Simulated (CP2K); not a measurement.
Worked example: self-consistent single point of MgCoF5 (P2_1/c, 28 atoms in the cell) in CP2K.

Level of theory: LDA (Pade form), GPW, DZVP-MOLOPT-SR-GTH basis, GTH-PADE potentials (GTH_POTENTIALS) in CP2K 2026.2.

```yaml
crystal:
  lattice:
    - [5.06063, 0.00000, 0.00000]
    - [0.00000, 9.36902, 0.00000]
    - [-2.45042, 0.00000, 6.74708]
  atoms:
    - { symbol: Mg, position: [0.52295, 0.01247, 0.25286] }
    - { symbol: Mg, position: [0.47705, 0.98753, 0.74714] }
    - { symbol: Mg, position: [0.47705, 0.51247, 0.24714] }
    - { symbol: Mg, position: [0.52295, 0.48753, 0.75286] }
    - { symbol: Co, position: [0.10123, 0.75345, 0.39828] }
    - { symbol: Co, position: [0.89877, 0.24655, 0.60172] }
    - { symbol: Co, position: [0.89877, 0.25345, 0.10172] }
    - { symbol: Co, position: [0.10123, 0.74655, 0.89828] }
    - { symbol: F, position: [0.39315, 0.88803, 0.42488] }
    - { symbol: F, position: [0.60685, 0.11197, 0.57512] }
    - { symbol: F, position: [0.60685, 0.38803, 0.07512] }
    - { symbol: F, position: [0.39315, 0.61197, 0.92488] }
    - { symbol: F, position: [0.35609, 0.60815, 0.51094] }
    - { symbol: F, position: [0.64391, 0.39185, 0.48906] }
    - { symbol: F, position: [0.64391, 0.10815, 0.98906] }
    - { symbol: F, position: [0.35609, 0.89185, 0.01094] }
    - { symbol: F, position: [0.14648, 0.39757, 0.19641] }
    - { symbol: F, position: [0.85352, 0.60243, 0.80359] }
    - { symbol: F, position: [0.85352, 0.89757, 0.30359] }
    - { symbol: F, position: [0.14648, 0.10243, 0.69641] }
    - { symbol: F, position: [0.20605, 0.13480, 0.15309] }
    - { symbol: F, position: [0.79395, 0.86520, 0.84691] }
    - { symbol: F, position: [0.79395, 0.63480, 0.34691] }
    - { symbol: F, position: [0.20605, 0.36520, 0.65309] }
    - { symbol: F, position: [0.17493, 0.67953, 0.16718] }
    - { symbol: F, position: [0.82507, 0.32047, 0.83282] }
    - { symbol: F, position: [0.82507, 0.17953, 0.33282] }
    - { symbol: F, position: [0.17493, 0.82047, 0.66718] }
```

Reference input (self-consistent single point, DFT PBEsol, GPW, DZVP-MOLOPT-SR-GTH basis, GTH-PBE potentials (GTH_POTENTIALS)): CUTOFF = 1000 Ry; REL_CUTOFF = 40 Ry; KPOINTS/SCHEME = MONKHORST-PACK 3 2 2; GAMMA_CENTERED = T; XC_FUNCTIONAL = PBE:PBESOL; Mg/BASIS_SET = DZVP-MOLOPT-SR-GTH; Mg/POTENTIAL = GTH-PBE-q10; Co/BASIS_SET = DZVP-MOLOPT-SR-GTH; Co/POTENTIAL = GTH-PBE-q17; F/BASIS_SET = DZVP-MOLOPT-SR-GTH; F/POTENTIAL = GTH-PBE-q7; METHOD = GPW. This run's input differs from it in these lines:

```diff
@@ -40,6 +40,3 @@
     &XC
-      &XC_FUNCTIONAL
-        &PBE
-          PARAMETRIZATION PBESOL
-        &END PBE
+      &XC_FUNCTIONAL PADE
       &END XC_FUNCTIONAL
@@ -99,3 +96,3 @@
       BASIS_SET DZVP-MOLOPT-SR-GTH
-      POTENTIAL GTH-PBE-q10
+      POTENTIAL GTH-PADE-q10
     &END KIND
@@ -103,3 +100,3 @@
       BASIS_SET DZVP-MOLOPT-SR-GTH
-      POTENTIAL GTH-PBE-q17
+      POTENTIAL GTH-PADE-q17
     &END KIND
@@ -107,3 +104,3 @@
       BASIS_SET DZVP-MOLOPT-SR-GTH
-      POTENTIAL GTH-PBE-q7
+      POTENTIAL GTH-PADE-q7
     &END KIND
```

Log, with long lists cut:

```
 SCF WAVEFUNCTION OPTIMIZATION

  Step     Update method      Time    Convergence         Total energy    Change
     1 NoMix/Diag. 0.40E+00      -     1.91392479     -1320.1600810038 -1.32E+03
     2 Broy./Diag. 0.40E+00      -     0.30644546     -1309.9155562652  1.02E+01
     3 Broy./Diag. 0.40E+00      -     0.16280973     -1314.9521114769 -5.04E+00
     4 Broy./Diag. 0.40E+00      -     0.08112065     -1321.3607139902 -6.41E+00
     5 Broy./Diag. 0.40E+00      -     0.01353853     -1320.3454275169  1.02E+00
     6 Broy./Diag. 0.40E+00      -     0.00620081     -1319.4324752616  9.13E-01
   [... 17 lines left out ...]
    24 Broy./Diag. 0.40E+00      -     0.00000110     -1319.2682318029  1.21E-06
    25 Broy./Diag. 0.40E+00      -     0.00000033     -1319.2682300695  1.73E-06
    26 Broy./Diag. 0.40E+00      -     0.00000012     -1319.2682297844  2.85E-07
    27 Broy./Diag. 0.40E+00      -     0.00000004     -1319.2682295779  2.06E-07
  *** SCF run converged in    27 steps ***

  Overlap energy of the core charge distribution:               0.00000000000005
  Self energy of the core charge distribution:              -2718.58869985625279
  Core Hamiltonian energy:                                    778.24067907587596
  Hartree energy:                                             805.02197114760384
  Exchange-correlation energy:                               -183.94217994513178

  Total energy:                                             -1319.26822957790478

                     Mulliken Population Analysis

 #  Atom  Element  Kind  Atomic population                           Net charge
       1     Mg       1          8.682098                              1.317902
       2     Mg       1          8.682098                              1.317902
   [... lines left out ...]

 STRESS| Analytical stress tensor [bar]
 STRESS|                        x                   y                   z
 STRESS|      x       -7.42075483919E+04  -3.03462379826E-02   6.43342630617E+03
 STRESS|      y       -3.03462379826E-02  -6.59984731054E+04   5.00991904505E-01
 STRESS|      z        6.43342630617E+03   5.00991904505E-01  -8.86257773318E+04
 STRESS| 1/3 Trace                                            -7.62772662764E+04
```

The run converged in 27 iterations. Against the reference run the pressure goes from -1.59 to -7.63 GPa, the largest force goes from 1.468 to 1.528 eV/Å and the gap on the mesh goes from 0.180 to 0.093 eV.

The starting cell comes from a database of computed structures (which also holds hypothetical and non-ambient phases and stackings), without a prior relaxation at this level. Its lattice was rescaled by a random factor within 2.5 % of one. Spin polarisation is off, so a magnetic state, if there is one, cannot be reached. Values carry the incompleteness of an atom-centred basis. With a pressure of about -8 GPa the cell is away from its equilibrium volume at this level. Forces in this geometry exceed 1 eV/Å.

Cost on one core of a shared machine: roughly 3 min.
